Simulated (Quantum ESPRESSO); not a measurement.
Worked example: self-consistent single point of CuTe (Pmmn, 4 atoms in the cell) in Quantum ESPRESSO.

Method: PBEsol, PSlibrary ultrasoft (PBE) pseudopotentials (plane waves; Quantum ESPRESSO).

```
CuTe
1.0
    3.19743     0.00000     0.00000
    0.00000     3.94576     0.00000
    0.00000     0.00000     7.21942
Cu Te
2 2
Direct
  0.00000   0.50000   0.46459
  0.50000   0.00000   0.53541
  0.00000   0.00000   0.23823
  0.50000   0.50000   0.76177
```

Reference input (self-consistent single point, DFT, LDA (PZ), plane waves, PSlibrary ultrasoft (LDA) pseudopotentials): ecutwfc = 55 Ry; ecutrho = 330 Ry; occupations = smearing; smearing = gaussian; degauss = 0.0099958 Ry; potentials = {Cu: Cu.pz-dn-rrkjus_psl.1.0.0.UPF, Te: Te.pz-n-rrkjus_psl.1.0.0.UPF}; K_POINTS = automatic 7 6 3 0 0 0; conv_thr = 1e-09 Ry; mixing_beta = 0.7. This run's input differs from it in these lines:

```diff
@@ -13,4 +13,4 @@
  ntyp = 2,
- ecutwfc = 55,
- ecutrho = 330,
+ ecutwfc = 50,
+ ecutrho = 300,
  occupations = 'smearing',
@@ -18,2 +18,3 @@
  degauss = 0.0099958,
+ input_dft = 'pbesol',
 /
@@ -24,4 +25,4 @@
 ATOMIC_SPECIES
-Cu    63.5460  Cu.pz-dn-rrkjus_psl.1.0.0.UPF
-Te   127.6000  Te.pz-n-rrkjus_psl.1.0.0.UPF
+Cu    63.5460  Cu.pbe-dn-rrkjus_psl.1.0.0.UPF
+Te   127.6000  Te.pbe-n-rrkjus_psl.1.0.0.UPF
 ATOMIC_POSITIONS crystal
```

Output, abridged:

```
     Self-consistent Calculation

     iteration #  1     ecut=    50.00 Ry     beta= 0.70

---- Real-time Memory Report at c_bands before calling an iterative solver
           217 MiB given to the printing process from OS
            76 MiB allocation reported by mallinfo(arena+hblkhd)
------------------

     Threshold (ethr) on eigenvalues was too large:
     Diagonalizing with lowered threshold

---- Real-time Memory Report at c_bands before calling an iterative solver
           263 MiB given to the printing process from OS
            89 MiB allocation reported by mallinfo(arena+hblkhd)
------------------

   [... lines left out ...]

---- Real-time Memory Report at c_bands before calling an iterative solver
           274 MiB given to the printing process from OS
           100 MiB allocation reported by mallinfo(arena+hblkhd)
------------------

     total energy              =    -301.37571278 Ry
     estimated scf accuracy    <       0.00000002 Ry

     iteration #  9     ecut=    50.00 Ry     beta= 0.70

---- Real-time Memory Report at c_bands before calling an iterative solver
           275 MiB given to the printing process from OS
           101 MiB allocation reported by mallinfo(arena+hblkhd)
------------------
     End of self-consistent calculation

     the Fermi energy is     7.6339 ev

!    total energy              =    -301.37571278 Ry
     estimated scf accuracy    <          2.2E-10 Ry
     smearing contrib. (-TS)   =      -0.00119344 Ry
     internal energy E=F+TS    =    -301.37451934 Ry

     convergence has been achieved in   9 iterations

     Forces acting on atoms (cartesian axes, Ry/au):

     atom    1 type  1   force =     0.00000000    0.00000000    0.00079381
     atom    2 type  1   force =     0.00000000    0.00000000   -0.00079381
     atom    3 type  2   force =     0.00000000    0.00000000   -0.01060727
     atom    4 type  2   force =     0.00000000    0.00000000    0.01060727

     Total force =     0.015043     Total SCF correction =     0.000032

          total   stress  (Ry/bohr**3)                   (kbar)     P=        6.62
   0.00003637   0.00000000   0.00000000            5.35        0.00        0.00
   0.00000000   0.00003166   0.00000000            0.00        4.66        0.00
   0.00000000   0.00000000   0.00006692            0.00        0.00        9.84

   JOB DONE.
```

The run converged in 9 iterations. Against the reference run the pressure goes from -1.49 to 0.66 GPa and the largest force goes from 0.055 to 0.273 eV/Å.

The starting cell comes from a database of computed structures (which also holds hypothetical and non-ambient phases and stackings), without a prior relaxation at this level. Its lattice was rescaled by a random factor within 2.5 % of one. Spin polarisation is off. The run gives no clean gap (levels at the Fermi energy touch, overlap or are partly filled at this smearing), which alone does not show that the compound is a metal.

Cost on one core of a shared machine: roughly 90 s.
